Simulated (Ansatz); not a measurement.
The reference is AlN in the zinc blende structure (space group F-43m, No. 216; a = 4.3698 Å). Axes: x, y, z lie along the cube axes.

Computed with plane-wave PAW DFT at the r2SCAN level (Ansatz, an electronic-structure program, 500 eV), no spin-orbit coupling.

Before the change:

| Quantity | Result |
|---|---|
| Smallest direct gap | 4.84 eV |
| Band gap | 3.94 eV |

One thing is altered: a free-standing slab of 4 layers (8 atoms, 2 a layer) is cut normal to [110], with 15 Å of vacuum and the in-plane cell held at bulk.

Q: Estimate the effect on the smallest direct gap, band gap and gap character.

A: The smallest direct gap decreases by 1.60 eV, from 4.84 eV to 3.24 eV; the band gap falls by 0.93 eV to 3.01 eV; the gap character is indirect, k = (0.364, -1/2, 0) in the run's primitive reciprocal basis → Γ.

Whether these cells are dynamically stable was not tested. This is not the structure that AlN has at room temperature and ambient pressure. k-point labels follow each cell's own Brillouin zone.
